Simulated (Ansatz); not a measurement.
Take GaAs in the zinc blende structure (space group F-43m, No. 216; a = 5.659 Å) as the base.

All numbers come from plane-wave PAW DFT at the PBEsol level (Ansatz, a quantum-chemistry and plane-wave program, 420 eV), no spin-orbit coupling, earlier PAW set.

Its conduction minimum is a single valley at Γ with mass 0.025 mₑ.

The change: electron doping at 3.0×10^21 cm⁻³ (0.136 per cell), with a uniform compensating background at fixed cell and a 300 K Fermi–Dirac width.

**Question.** Where would a parabolic band put the Fermi level, and where does the calculation put it?

**Answer.** k_F = (3π²n)^(1/3) = 0.446 Å⁻¹, so ħ²k_F²/2m = 30 eV above the band edge at zero temperature. The calculation gives 1.10 eV (to 0.05 eV): the band is strongly non-parabolic or higher valleys fill at this density.

Charged cell with a jellium background: band edges are those of the host's band count, energies are not comparable with the neutral cell, and many-body gap narrowing is missing. The levels and masses belong to the bands next to the band gap. Effective masses come from finite differences of ±0.01 Å⁻¹. Whether these cells are dynamically stable was not tested.
